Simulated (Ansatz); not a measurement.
The parent structure is MgO in the rock salt structure (space group Fm-3m, No. 225; a = 4.254 Å).

(Cell as relaxed with PBE.)

Levels (all Ansatz, a program for electronic structure, PAW): PBE (420 eV, no spin-orbit coupling); PBEsol (420 eV, no spin-orbit coupling).

Each level relaxes its own structure.

```
base                     PBE   PBEsol
-------------------  -------  -------
volume per atom      9.62 Å³  9.35 Å³
lattice parameter a  4.254 Å  4.214 Å
band gap             4.46 eV  4.62 eV
```

One thing is altered: cell and atoms relaxed at a pressure of 0.3 GPa.

| quantity | PBE | PBEsol |
|---|---|---|
| lattice parameter a | 4.251 Å | [?] |
| band gap | 4.48 eV | [?] |
| hole mass (degenerate bands, along [100]) | 0.38, 2.2, 2.2 mₑ (at Γ) | [?] |
| gap character | direct at Γ | [?] |
| shift of the gap caused by the change | +0.02 eV | [?] |

### Question
Given the PBE results, estimate those of PBEsol.

### Answer

- lattice parameter a, PBEsol: 4.212 Å
- band gap, PBEsol: 4.64 eV
- hole mass (degenerate bands, along [100]), PBEsol: 0.38, 2.1, 2.1 mₑ (at Γ)
- gap character, PBEsol: direct at Γ
- shift of the gap caused by the change, PBEsol: +0.02 eV

PBE's lattice parameter a lies 0.0395 Å above PBEsol's (0.9 %); PBE's band gap lies 0.16 eV below PBEsol's; the two agree on the gap character and shift of the gap caused by the change. Neither level is exact; PBEsol is the comparison here, not a measurement.

Load acts through the strain it causes; cell and atoms are relaxed under it. Masses are band curvatures over ±0.01 Å⁻¹ around the edge. No phonon test of stability was made. The base started in P3_121 and relaxed to Fm-3m at this level.
